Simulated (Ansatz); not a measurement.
Start from ZrO$_{2}$ (space group P4_2/nmc, No. 137; a = 3.621 Å, c = 5.283 Å).

Level of theory: PBE in Ansatz (plane waves to 420 eV, PAW, scalar-relativistic without spin-orbit coupling).

One change was made to it. Results:

The density goes up by 0.66 g/cm³ (5.91 g/cm³ → 6.57 g/cm³); the shortest interatomic distance shrinks by 0.3 pm to 207.4 pm.

**Question.** Which of these changes matches the shifts?
A. pressure −1 GPa
B. pressure 0.9 GPa
C. pressure −2 GPa
D. pressure 9 GPa
E. pressure 22.5 GPa

**Answer.** E, pressure 22.5 GPa. For comparison, the density in the other runs: pressure 0.9 GPa gives 5.94 g/cm³; pressure −2 GPa gives 5.83 g/cm³; pressure −1 GPa gives 5.87 g/cm³; pressure 9 GPa gives 6.21 g/cm³.

Load acts through the strain it causes; cell and atoms are relaxed under it. Whether these cells are dynamically stable was not tested. Competing high-pressure phases were not computed. This is not the structure that ZrO2 has at room temperature and ambient pressure.

Ansatz is a program for electronic structure.
